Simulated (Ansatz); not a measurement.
The starting structures come from a database of crystals and need not be the phases stable at ambient conditions.

Consider the following.

```
CELL_PARAMETERS angstrom
      3.95355     0.00000     0.00000
      0.00000    13.12030     0.00000
      1.97677     6.56015     1.97677
ATOMIC_POSITIONS crystal
  K  0.00000 0.35234 0.00000
  K  0.00000 0.64766 0.00000
  Mg 0.00000 0.00000 0.00000
  F  0.50000 0.00000 0.00000
  F  0.50000 0.50000 0.00000
  F  0.00000 0.15247 0.00000
  F  0.00000 0.84753 0.00000
```

Space group of this cell: I4/mmm. The cell is taken as given.

Transport runs along the normal of the first two printed cell vectors, the (100) plane of the conventional cell.

The gap is the functional's own, uncorrected, and κ follows it; spin-orbit coupling is left out. Mid-gap values are interpolated between the computed energies.

Estimate the band gap and the smallest decay constant κ at mid-gap that r2SCAN (Ansatz, an electronic-structure program) returns for this system.

Gap 7.52 eV on a 16×16×16 mesh; κ = 0.572 1/Å, at the zone centre.
